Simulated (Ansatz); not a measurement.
Here is the system:

```
Mo3Si
1.0
    4.85966     0.00000     0.00000
    0.00000     4.85966     0.00000
    0.00000     0.00000     4.85966
Si Mo
2 6
Direct
  0.50000   0.50000   0.50000
  0.00000   0.00000   0.00000
  0.00000   0.50000   0.25000
  0.00000   0.50000   0.75000
  0.25000   0.00000   0.50000
  0.75000   0.00000   0.50000
  0.50000   0.25000   0.00000
  0.50000   0.75000   0.00000
```

These are PBEsol, DFPT electron-phonon coupling, linearised Boltzmann equation (plane waves, PAW, scalar-relativistic; Ansatz, a program for electronic structure) values and carry that method's errors. How the cell was made: relaxed with this functional, without spin-orbit coupling.

Problem. Estimate the phonon-limited resistivity at 300 K, by direction if it differs.

Solution. 13.7 μΩ·cm.

Problem. How long is the mean free path there?

Solution. 7.6 nm, weighted by the current that each state carries. Wires not much wider than this gain resistivity from their walls.

A metal at this level (no band gap). Only scattering by harmonic phonons is included (no impurities, grain boundaries, electron-electron scattering or thermal expansion). Spin-orbit coupling is left out. Halving the electron mesh (20x20x20) moves the resistivity by up to 9 % at 300 K, the mean free path by up to 4 %. Smearing 0.20 eV; phonons on a 3x3x3 q mesh, which this run doesn't test.

Formula and space group known from diffraction (Crystallography Open Database), not checked to be the room-temperature form: Mo3Si (Pm-3n).
